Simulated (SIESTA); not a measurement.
## Input and output of a self-consistent single point for CuIr₂S₄ (Fd-3m, 14 atoms in the cell) (SIESTA)

Method: LDA PW92, numerical atomic orbitals DZP, PseudoDojo LDA standard norm-conserving potentials (rewritten from UPF to PSML) run with SIESTA 5.4.2.

The input file:

```
# files in the folder: Cu.psml Ir.psml S.psml (PseudoDojo LDA standard)
SystemName  Cu(IrS2)2
SystemLabel siesta

NumberOfAtoms                14
NumberOfSpecies              3
%block ChemicalSpeciesLabel
  1 29 Cu
  2 77 Ir
  3 16 S
%endblock ChemicalSpeciesLabel
LatticeConstant              7.106604 Ang
%block LatticeVectors
     0.000000000    0.707106798    0.707106798
     0.707106798    0.000000000    0.707106798
     0.707106798    0.707106798    0.000000000
%endblock LatticeVectors
AtomicCoordinatesFormat      Ang
%block AtomicCoordinatesAndAtomicSpecies
     0.000000000    0.000000000    0.000000000  1
     2.512564000    2.512564000    2.512564000  1
     6.281410000    6.281410000    6.281410000  2
     6.281410000    3.768846000    3.768846000  2
     3.768846000    3.768846000    6.281410000  2
     3.768846000    6.281410000    3.768846000  2
     3.869348560    3.869348560    3.869348560  3
     8.693471440    6.381912560    6.381912560  3
     6.180907440    6.180907440    3.869348560  3
     6.381912560    8.693471440    6.381912560  3
     3.869348560    6.180907440    6.180907440  3
     8.693471440    8.693471440    8.693471440  3
     6.180907440    3.869348560    6.180907440  3
     6.381912560    6.381912560    8.693471440  3
%endblock AtomicCoordinatesAndAtomicSpecies

XC.functional                LDA
XC.authors                   PW92
PAO.BasisSize                DZP
PAO.EnergyShift              0.01 Ry
MeshCutoff                   300 Ry
%block kgrid.MonkhorstPack
    3   0   0  0.0
    0   3   0  0.0
    0   0   3  0.0
%endblock kgrid.MonkhorstPack
OccupationFunction           FD
ElectronicTemperature        100.0 meV

MaxSCFIterations             150
SCF.Mixer.Method             Pulay
SCF.Mixer.Weight             0.1
SCF.Mixer.History            6
SCF.DM.Tolerance             1.0E-04
Diag.ParallelOverK           true
WriteForces                  true
Charge.Mulliken              end
```

Output (repeated stretches shortened):

```
reinit: Reading from file input.fdf

reinit: System Name: Cu(IrS2)2
reinit: System Label: siesta

coor:   Atomic-coordinates input format  =     Cartesian coordinates
coor:                                          (in Angstroms)

siesta: Atomic coordinates (Bohr) and species
siesta:      0.00000   0.00000   0.00000  1        1
siesta:      4.74806   4.74806   4.74806  1        2
siesta:     11.87014  11.87014  11.87014  2        3
siesta:     11.87014   7.12209   7.12209  2        4
siesta:      7.12209   7.12209  11.87014  2        5
siesta:      7.12209  11.87014   7.12209  2        6
siesta:      7.31201   7.31201   7.31201  3        7
siesta:     16.42828  12.06007  12.06007  3        8
siesta:     11.68022  11.68022   7.31201  3        9
siesta:     12.06007  16.42828  12.06007  3       10
siesta:      7.31201  11.68022  11.68022  3       11
siesta:     16.42828  16.42828  16.42828  3       12
siesta:     11.68022   7.31201  11.68022  3       13
siesta:     12.06007  12.06007  16.42828  3       14

siesta: System type = bulk

initatomlists: Number of atoms, orbitals, and projectors:     14   218   308

siesta: ******************** Simulation parameters ****************************
redata: Spin configuration                          = none
redata: Time-Reversal Symmetry                      = T
redata: Number of Atomic Species                    =        3
redata: Mesh Cutoff                                 =   300.0000 Ry
redata: Net charge of the system                    =     0.0000 |e|
redata: Min. number of SCF Iter                     =        0
redata: Max. number of SCF Iter                     =      150
redata: SCF convergence failure will abort job
redata: SCF mix quantity                            = Hamiltonian
redata: Mix DM or H after convergence               =   F
redata: Recompute H after scf cycle                 =   F
redata: Mix DM in first SCF step                    =   T
   [... lines left out ...]
diag: Parallel distribution                         =     1 x     1
diag: Used triangular part                          = Lower
diag: Absolute tolerance                            =  0.100E-15
diag: Orthogonalization factor                      =  0.100E-05
diag: Memory factor                                 =  1.0000

superc: Internal auxiliary supercell:     5 x     5 x     5  =     125
superc: Number of atoms, orbitals, and projectors:   1750  27250  38500

                        Single-point calculation

superc: Internal auxiliary supercell:     5 x     5 x     5  =     125
superc: Number of atoms, orbitals, and projectors:   1750  27250  38500

outcell: Unit cell vectors (Ang):
        0.000000    5.025128    5.025128
        5.025128    0.000000    5.025128
        5.025128    5.025128    0.000000

outcell: Cell vector modules (Ang)   :    7.106604    7.106604    7.106604
outcell: Cell angles (23,13,12) (deg):     60.0000     60.0000     60.0000
outcell: Cell volume (Ang**3)        :    253.7882
new_DM -- step:     1
Initializing Density Matrix...

Attempting to read DM from file... Failed...
DM filled with atomic data:

InitMesh: MESH = 64 x 64 x 64 = 262144
InitMesh: Mesh cutoff (required, used) =   300.000   336.224 Ry

stepf: Fermi-Dirac step function
        iscf     Eharris(eV)        E_KS(eV)     FreeEng(eV)     dDmax    Ef(eV) dHmax(eV)
   scf:    1   -23043.964869   -24495.221653   -24495.592136  1.248849  0.789813137.767468
   scf:    2   -24790.188749   -25115.367349   -25115.778748  1.139872 -0.844797 30.827723
   scf:    3   -25244.919333   -25188.302264   -25188.613939  0.297672 -2.044618 18.442470
   scf:    4   -25226.495145   -25223.996428   -25224.224099  0.206692 -3.297371  3.389911
   scf:    5   -25224.657628   -25224.362941   -25224.592010  0.038072 -3.416524  2.029529
   scf:    6   -25223.391759   -25224.389098   -25224.626734  0.103469 -3.613941  3.267857
   [... 7 lines left out ...]
   scf:   14   -25224.813376   -25224.813403   -25225.057075  0.000295 -3.626439  0.007535
   scf:   15   -25224.813318   -25224.813363   -25225.057077  0.000097 -3.626413  0.004519
   scf:   16   -25224.813379   -25224.813372   -25225.057078  0.000098 -3.626573  0.003758
   scf:   17   -25224.813323   -25224.813348   -25225.057078  0.000066 -3.626606  0.003366
   scf:   18   -25224.813365   -25224.813357   -25225.057078  0.000034 -3.626635  0.000081
SCF Convergence by DM+H criterion
max |DM_out - DM_in|         :     0.0000343764
max |H_out - H_in|      (eV) :     0.0000809135
SCF cycle converged after 18 iterations

Using DM_out to compute the final energy and forces

siesta: E_KS(eV) =           -25224.8134

siesta: E_KS - E_eggbox =    -25224.8134

siesta: Atomic forces (eV/Ang):
     1   -0.000000   -0.000000    0.000000
     2   -0.000000   -0.000000   -0.000000
     3   -0.000000   -0.000000   -0.000000
     4    0.000000   -0.000000    0.000000
     5   -0.000000   -0.000000    0.000000
     6   -0.000000    0.000000    0.000000
     7    0.307780    0.307780    0.307780
     8   -0.307780    0.307780    0.307780
     9   -0.307780   -0.307780    0.307780
    10    0.307780   -0.307780    0.307780
    11    0.307780   -0.307780   -0.307780
    12   -0.307780   -0.307780   -0.307780
    13   -0.307780    0.307780   -0.307780
    14    0.307780    0.307780   -0.307780
   Tot   -0.000000   -0.000000    0.000000
   Max    0.307780
   Res    0.232660    sqrt( Sum f_i^2 / 3N )
   Max    0.307780    constrained

Stress tensor Voigt[x,y,z,yz,xz,xy] (kbar):      137.22      137.22      137.22       -0.00       -0.00       -0.00
(Free)E + p*V (eV/cell)   -25246.7936
Target enthalpy (eV/cell)   -25225.0571

siesta: Program's energy decomposition (eV):
siesta: Ebs     =     -4241.131777
siesta: Eions   =     33761.701510
siesta: Ena     =      4259.104962
siesta: Ekin    =      9085.239217
siesta: Enl     =      -866.358077
siesta: Eso     =         0.000000
siesta: Edftu   =         0.000000
siesta: DEna    =       302.178080
siesta: DUscf   =        13.796755
siesta: DUext   =         0.000000
siesta: Ex      =     -3888.750526
siesta: Ec      =      -368.322258
siesta: Exc     =     -4257.072784
siesta: Eharris =    -25224.813365
siesta: Etot    =    -25224.813357
siesta: FreeEng =    -25225.057078

siesta: Atomic forces (eV/Ang):
siesta:      1   -0.000000   -0.000000    0.000000
siesta:      2   -0.000000   -0.000000   -0.000000
siesta:      3   -0.000000   -0.000000   -0.000000
siesta:      4    0.000000   -0.000000    0.000000
   [... lines left out ...]
siesta: Cell volume =        253.788174 Ang**3
siesta:        -137.22392267       -119.25820165  kBar
   [... lines left out ...]

              0.052  -0.056   0.052
   5 16.885   1.995   1.132  -0.371   1.992   1.992   1.992   0.248   0.248
              0.248   1.816   1.816   1.013   1.816   1.013  -0.056  -0.056

              0.052  -0.056   0.052
   6 16.885   1.995   1.132  -0.371   1.992   1.992   1.992   0.248   0.248
              0.248   1.816   1.816   1.013   1.816   1.013  -0.056  -0.056

              0.052  -0.056   0.052

Species: S
Atom  Qatom  Qorb
               3s      3s      3py     3pz     3px     3py     3pz     3px
               3Pdxy   3Pdyz   3Pdz2   3Pdxz   3Pdx2-y2
   7  6.033   1.542   0.142   1.261   1.261   1.261   0.090   0.090   0.090
              0.066   0.066   0.049   0.066   0.049
   8  6.033   1.542   0.142   1.261   1.261   1.261   0.090   0.090   0.090
   [... 13 lines left out ...]

mulliken: Qtot =      154.000

Mulliken Atomic Populations:
Atom #   charge [q] valence [e]  Species
     1    -0.100250   19.100250  Cu
     2    -0.100251   19.100251  Cu
     3     0.115442   16.884558  Ir
     4     0.115442   16.884558  Ir
     5     0.115442   16.884558  Ir
     6     0.115442   16.884558  Ir
     7    -0.032658    6.032658  S
     8    -0.032658    6.032658  S
     9    -0.032658    6.032658  S
    10    -0.032658    6.032658  S
    11    -0.032658    6.032658  S
    12    -0.032658    6.032658  S
    13    -0.032658    6.032658  S
    14    -0.032658    6.032658  S
 Total     0.000000
```

The run converged in 18 iterations.

The starting cell comes from a database of published, mostly measured structures (it also holds non-ambient and calculated ones), without a prior relaxation at this level. Its lattice was rescaled by a random factor within 2.5 % of one. Spin polarisation is off. Values carry the incompleteness of an atom-centred basis. With a pressure of about -14 GPa the cell is away from its equilibrium volume at this level.

Cost on one core of a shared machine: roughly 90 s.
